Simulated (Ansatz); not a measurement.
The reference is SiC in the wurtzite structure (space group P6_3mc, No. 186; a = 3.056 Å, c = 5.016 Å). Axes: x lies along a and z along c of the hexagonal cell.

Method: LDA (Ansatz, a first-principles code, PAW, no SOC).

Before the change:

```
Quantity               Value
-------------------  -------
Band gap             2.13 eV
Smallest direct gap  3.92 eV
```

One thing is altered: compressive biaxial strain of 2.40 % in the plane normal to [001], as in epitaxy on a mismatched substrate; the out-of-plane cell vector and the atoms relax.

What does the calculation give for the band gap after the change?

The band gap shrinks by 0.34 eV, from 2.13 eV to 1.79 eV.

What does the calculation give for the out-of-plane strain after the change?

The out-of-plane strain is +0.54 %.

How does this affect the smallest direct gap?

The smallest direct gap rises by 0.31 eV to 4.23 eV.

Stability against distortions was not tested.
